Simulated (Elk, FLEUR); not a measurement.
An Elk input for a self-consistent single point of CuRu3 (I4/mmm, 4 atoms in the cell) (DFT, PBEsol, all-electron FP-LAPW, Elk's shipped species files, APW+lo basis with extra local orbitals):

```
tasks
  0

xctype
  22

tforce
  .true.

rgkmax
  8.0

gmaxvr
  18.0

lmaxapw
  10

lmaxo
  8

nxlo
  2

lorbcnd
  .true.

lradstp
  2

nrmtscf
  2.0

rmtscf
  0.9

lmaxi
  4

stype
  0

swidth
  0.00367493

avec
   -3.5322855208    3.5322855208    7.4573884111
    3.5322855208   -3.5322855208    7.4573884111
    3.5322855208    3.5322855208   -7.4573884111

sppath
  './'

atoms
  2   : nspecies
  'Cu.in'   : spfname
  1   : natoms; atposl, bfcmt below
  0.0000000000  0.0000000000  0.0000000000    0.0 0.0 0.0
  'Ru.in'   : spfname
  3   : natoms; atposl, bfcmt below
  0.7500000000  0.2500000000  0.5000000000    0.0 0.0 0.0
  0.2500000000  0.7500000000  0.5000000000    0.0 0.0 0.0
  0.5000000000  0.5000000000  0.0000000000    0.0 0.0 0.0

ngridk
  8 8 8
```

### Question
Give the FLEUR input for the same structure, mesh, smearing and functional.

### Answer
One input that does it (others would too):

Input of the input generator:

```
CuRu3 crystal
&input film=f /
-1.8692050000 1.8692050000 3.9462800000
1.8692050000 -1.8692050000 3.9462800000
1.8692050000 1.8692050000 -3.9462800000
1.8897261246
1.0 1.0 1.0

4
29 0.0000000000 0.0000000000 0.0000000000
44 0.7500000000 0.2500000000 0.5000000000
44 0.2500000000 0.7500000000 0.5000000000
44 0.5000000000 0.5000000000 0.0000000000

&comp jspins=1 /
&exco xctyp='PBEs' /
&kpt div1=8 div2=8 div3=8 gamma=t /
&end /
```

```xml
<?xml version="1.0" encoding="UTF-8" standalone="no"?>
<fleurInput fleurInputVersion="0.39">
   <comment>
      CuRu3 crystal                                                                                       
   </comment>
   <calculationSetup>
      <cutoffs Kmax="4.4" Gmax="17.6" GmaxXC="17.6" numbands="0"/>
      <scfLoop itmax="100" minDistance="0.00001" maxIterBroyd="99" imix="Anderson" alpha="0.05" precondParam="0.0" spinf="2.0"/>
      <coreElectrons ctail="T" frcor="F" kcrel="0" coretail_lmax="0"/>
      <xcFunctional name="PBEs" relativisticCorrections="F"/>
      <magnetism jspins="1"/>
      <soc l_soc="F" theta="0.0" phi="0.0" spav="F"/>
      <expertModes spex="0" secvar="F"/>
      <geometryOptimization l_f="T" forcealpha="1.0" forcemix="BFGS" epsdisp="0.00001" epsforce="0.00001"/>
      <ldaU l_linMix="F" mixParam="0.05" spinf="1.0"/>
   </calculationSetup>
   <cell>
      <bzIntegration valenceElectrons="53.0" mode="gauss" fermiSmearingEnergy="0.00367493">
         <kPointListSelection listName="default-1"/>
         <!-- k-points included here -->
         <xi:include xmlns:xi="http://www.w3.org/2001/XInclude" href="kpts.xml"> </xi:include>
      </bzIntegration>
      <!-- symmetry operations included here -->
      <xi:include xmlns:xi="http://www.w3.org/2001/XInclude" href="sym.xml"> </xi:include>
      <bulkLattice scale="1.0">
         <bravaisMatrix>
            <row-1>   -3.5322855207329429     3.5322855207329429     7.4573884109864874</row-1>
            <row-2>    3.5322855207329429    -3.5322855207329429     7.4573884109864874</row-2>
            <row-3>    3.5322855207329429     3.5322855207329429    -7.4573884109864874</row-3>
         </bravaisMatrix>
      </bulkLattice>
   </cell>
   <atomSpecies>
      <species name="Copper (Cu)" element="Cu" atomicNumber="29">
         <mtSphere radius="2.29" gridPoints="807" logIncrement="0.015"/>
         <atomicCutoffs lmax="10" lnonsphr="8"/>
         <electronConfig flipSpins="F">
            <coreConfig>(1s1/2) (2s1/2) (2p1/2) (2p3/2) (3s1/2) (3p1/2) (3p3/2)</coreConfig>
            <valenceConfig>(4s1/2) (3d3/2) (3d5/2)</valenceConfig>
            <stateOccupation state="(4s1/2)" spinUp="0.5" spinDown="0.5"/>
         </electronConfig>
         <energyParameters s="4" p="4" d="3" f="4"/>
      </species>
      <species name="Ruthenium (Ru)" element="Ru" atomicNumber="44">
         <mtSphere radius="2.29" gridPoints="807" logIncrement="0.016"/>
         <atomicCutoffs lmax="10" lnonsphr="8"/>
         <electronConfig flipSpins="F">
            <coreConfig>(1s1/2) (2s1/2) (2p1/2) (2p3/2) (3s1/2) (3p1/2) (3p3/2) (4s1/2) (3d3/2) (3d5/2)</coreConfig>
            <valenceConfig>(4p1/2) (4p3/2) (5s1/2) (4d3/2) (4d5/2)</valenceConfig>
            <stateOccupation state="(5s1/2)" spinUp="0.5" spinDown="0.5"/>
            <stateOccupation state="(4d3/2)" spinUp="1.4" spinDown="1.4"/>
            <stateOccupation state="(4d5/2)" spinUp="2.1" spinDown="2.1"/>
         </electronConfig>
         <energyParameters s="5" p="5" d="4" f="4"/>
         <lo type="SCLO" l="1" n="4" eDeriv="0"/>
      </species>
   </atomSpecies>
   <atomGroups>
      <atomGroup species="Copper (Cu)">
         <relPos label="                   1">.0000000000 .0000000000 .0000000000</relPos>
         <force calculate="T" relaxXYZ="TTT"/>
      </atomGroup>
      <atomGroup species="Ruthenium (Ru)">
         <relPos label="                   2">-1.000/4.000 1.000/4.000 1.000/2.000</relPos>
         <relPos label="                   3">1.000/4.000 -1.000/4.000 1.000/2.000</relPos>
         <force calculate="T" relaxXYZ="TTT"/>
      </atomGroup>
      <atomGroup species="Ruthenium (Ru)">
         <relPos label="                   4">1.000/2.000 1.000/2.000 .0000000000</relPos>
         <force calculate="T" relaxXYZ="TTT"/>
      </atomGroup>
   </atomGroups>
   <output dos="F" band="F" slice="F">
      <checks vchk="F" cdinf="F"/>
      <bandDOS minEnergy="-.5*Htr" maxEnergy="0.5*Htr" sigma="0.015" storeEVData="T"/>
      <vacuumDOS vacdos="F" integ="F" star="F" nstars="0" locx1="0.0" locy1="0.0" locx2="0.0" locy2="0.0" nstm="0" tworkf="0.0"/>
      <unfoldingBand unfoldBand="F" supercellX="1" supercellY="1" supercellZ="1"/>
      <plotting iplot="0" polar="F">
         <plot TwoD="T" vec1="  1.0  0.0  0.0" vec2="  0.0  1.0  0.0" vec3="  0.0  0.0  1.0" zero="  0.0  0.0  0.0" file="plot"/>
      </plotting>
      <chargeDensitySlicing numkpt="0" minEigenval="0.0" maxEigenval="0.0" nnne="0" pallst="F"/>
      <specialOutput eonly="F"/>
      <magneticCircularDichroism mcd="F" energyLo="-10.0" energyUp="0.0"/>
   </output>
  <!-- We include the file relax.xml here to enable relaxations (see documentation) -->
  <xi:include xmlns:xi="http://www.w3.org/2001/XInclude" href="relax.xml"> <xi:fallback/> </xi:include>
</fleurInput>
```

Basis, cutoffs, solver keys and any potentials are the target program's own. This input uses DFT, PBEsol, all-electron FLAPW (FLEUR), scalar-relativistic valence.

The starting cell comes from a database of computed structures (which also holds hypothetical and non-ambient phases and stackings), without a prior relaxation at this level. Its lattice was rescaled by a random factor within 2.5 % of one.
